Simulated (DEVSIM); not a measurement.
System: Schottky contact on n-type Si, at 300 K.

Layer 1 from the left is Si, thickness (μm) 2.70, Nd (cm⁻³) 2.4e17, τn (s) 0.00018, τp (s) 0.00018. Layer 2 from the left is Si, thickness (μm) 9.40, Nd (cm⁻³) 1.3e18, τn (s) 0.00018, τp (s) 0.00018.

Left contact: Schottky, work function 4.8 eV, emission velocity 1.5e6 cm/s. Right contact: ohmic. Voltage is applied to the left contact. Recombination: SRH at mid-gap. Mobility is μmin + (μ − μmin)/(1 + (N/Nref)^α).

Constants are typed, rounded textbook-type inputs, not results; the design itself was drawn at random and stands for no fabricated device. Values at 300 K.

Si: gap (eV) 1.124, affinity (eV) 4.05, permittivity 11.7, Nc (cm⁻³) 2.86e19, Nv (cm⁻³) 3.1e19, μn (cm²/Vs) 1417, μp (cm²/Vs) 470, μn,min 52, μp,min 45, Nref,n 9.7e16, Nref,p 2.2e17, αn 0.68, αp 0.72.

Model (solved in DEVSIM): 1D drift-diffusion, Boltzmann statistics, complete ionisation; no tunnelling, impact ionisation, image-force lowering or self-heating. Metal contacts follow the ideal Schottky-Mott rule: no Fermi-level pinning, no interface dipoles.

Dark forward current:

```csv
|V| (V),|J| (A/cm²)
0.05,1.009e-5
0.10,7.979e-5
0.15,0.0005616
0.20,0.003891
0.25,0.02689
0.30,0.1857
0.35,1.280
0.40,8.752
0.45,56.88
0.50,293.9
0.55,934.3
0.60,1932
0.65,3134
```

Q: Work out the local ideality factor n = ΔV / (kT/q · ln(J2/J1)) between the rows 0.15 and 0.20 V, 0.60 and 0.65 V.

A: kT/q = 25.85 mV. From 0.15 to 0.20 V: ln(0.003891/0.0005616) = 1.936, n = 1.00, near the 1 of diffusion or emission over a barrier. From 0.60 to 0.65 V: ln(3134/1932) = 0.484, n = 4.00; the layers' resistance at their doping, Σ W/(qμN) = 3.1e-5 Ω cm², would take 37 mV of this step of 50 mV.

Q: Estimate the current at 0.30 V for emission alone, J0 = q v N_band exp(−φB/kT), and read the barrier back from the simulated current.

A: φB = 0.750 eV, N_band = 2.86e19 cm⁻³, J0 = 1.72e-6 A/cm²; J = J0 (exp(qV/kT) − 1) = 0.189 A/cm². The simulation gives 0.186 A/cm²; the estimate lies 1.9 % above. Read backwards, the simulated current gives an apparent barrier of 0.750 eV. The estimate leaves out transport through the depletion region and minority injection.
